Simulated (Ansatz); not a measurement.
Input and output of a self-consistent single point for BiSeBr (Pnma, 12 atoms in the cell) (Ansatz, a program for electronic structure).

Method of the run: BLYP, default PAW files made with PBE (plane waves; Ansatz).

```
CELL_PARAMETERS angstrom
      8.56274     0.00000     0.00000
      0.00000     4.16685     0.00000
      0.00000     0.00000    11.01651
ATOMIC_POSITIONS crystal
  Bi 0.88357 0.25000 0.13275
  Bi 0.11643 0.75000 0.86725
  Bi 0.61643 0.75000 0.63275
  Bi 0.38357 0.25000 0.36725
  Se 0.31837 0.75000 0.54032
  Se 0.68163 0.25000 0.45968
  Se 0.18163 0.25000 0.04032
  Se 0.81837 0.75000 0.95968
  Br 0.02502 0.75000 0.30386
  Br 0.97498 0.25000 0.69614
  Br 0.47498 0.25000 0.80386
  Br 0.52502 0.75000 0.19614
```

Reference input (self-consistent single point, DFT, LDA (PW92), plane waves, default PAW files made with PBE): basis.ecutwfc = 420 eV; kpoints.mp_grid.grid = 3 7 3; kpoints.mp_grid.shift = 0.5 0.5 0.5; hamiltonian.xc = lda; hamiltonian.pseudopotentials = {kind: paw} (the program's default PAW files); scf.occupations.method = fermi_dirac; scf.occupations.width = 0.05 eV. This run's input differs from it in these lines:

Ansatz 0.2 input:
```diff
@@ -23,3 +23,3 @@
 hamiltonian:
-  xc: lda
+  xc: blyp
   pseudopotentials: { kind: paw }
```

The program printed (abridged):

```
SCF iter   1: F=—  HF=-82807.580893 eV  |F-HF|=—  |Δ(HF+E_count)|=         —  Δρ=5.78e-3  dr2=1.96e-1  ethr=1.77e-3  ⟨swp⟩=7.8  Hψ=6371  notcnv=0  defer=22
all-band conjugate gradients solve this SCF's bands
preconditioner: auto → Resta (q_TF=auto, 2.329 Å⁻¹)
SCF iter   2: F=—  HF=-82807.529737 eV  |F-HF|=—  |Δ(HF+E_count)|=   5.12e-2  Δρ=2.16e-3  dr2=2.11e-2  ethr=1.29e-4  ⟨swp⟩=2.0  Hψ=2025  notcnv=0  defer=131
   [... lines left out ...]
SCF iter   4: F=—  HF=-82807.524473 eV  |F-HF|=—  |Δ(HF+E_count)|=   3.50e-4  Δρ=2.13e-4  dr2=3.57e-4  ethr=1.88e-6  ⟨swp⟩=2.0  Hψ=1891  notcnv=0  defer=131
SCF iter   5: F=—  HF=-82807.524439 eV  |F-HF|=—  |Δ(HF+E_count)|=   3.39e-5  Δρ=7.24e-5  dr2=2.32e-5  ethr=2.35e-7  ⟨swp⟩=2.0  Hψ=2557  notcnv=0  defer=131
SCF iter   6: F=—  HF=-82807.524388 eV  |F-HF|=—  |Δ(HF+E_count)|=   5.14e-5  Δρ=2.06e-5  dr2=2.10e-6  ethr=1.53e-8  ⟨swp⟩=2.0  Hψ=1851  notcnv=0  defer=131
SCF iter   7: F=-82807.524389 eV  HF=-82807.524389 eV  |F-HF|=8.30e-8  |Δ(HF+E_count)|=   1.25e-6  Δρ=4.62e-6  dr2=9.38e-8  ethr=6.58e-11  ⟨swp⟩=12.2  Hψ=8000  notcnv=0
SCF 1 converged in 7 iterations: F = -82807.524389 eV  dr2 = 9.38e-8
Free energy (F): -82807.524389 eV
Internal energy: -82807.524389 eV  (E = F + TS)
E sigma→0 (E₀):  -82807.524389 eV
Fermi energy:    6.474961 eV
--- Forces (eV/Å), atoms counted from 1 ---
  atom   1  Bi    -0.15454414     0.00000000     0.10350067
  atom   2  Bi     0.15454414     0.00000000    -0.10350067
  atom   3  Bi     0.15454414     0.00000000     0.10350067
  atom   4  Bi    -0.15454414     0.00000000    -0.10350067
  atom   5  Se    -0.25459662     0.00000000     0.06564915
  atom   6  Se     0.25459662     0.00000000    -0.06564915
  atom   7  Se     0.25459662     0.00000000     0.06564915
  atom   8  Se    -0.25459662     0.00000000    -0.06564915
  atom   9  Br     0.05234686     0.00000000     0.15734795
   [... lines left out ...]
  atom  12  Br     0.05234686     0.00000000    -0.15734795
--- Stress (GPa, compression-positive) ---
        2.340361       0.000000       0.000000
        0.000000       2.951858       0.000000
        0.000000       0.000000       2.645830
  P = ⅓ Tr σ = 2.6460 GPa (26.460 kbar)
  The stress holds the Pulay correction. Without it, at fixed plane waves, as pw.x and ABINIT print it: P = 2.6184 GPa
```

The run converged in 7 iterations. Against the reference run the pressure goes from -3.49 to 2.65 GPa, the largest force goes from 0.280 to 0.263 eV/Å and the gap on the mesh goes from 1.770 to 1.908 eV.

The starting cell comes from a database of computed structures (which also holds hypothetical and non-ambient phases and stackings), without a prior relaxation at this level. Spin-orbit coupling is off. Ansatz's pressure includes its estimate of the finite-basis (Pulay) stress. The shifted mesh does not hold Γ, so a gap read on it misses any band edge there.
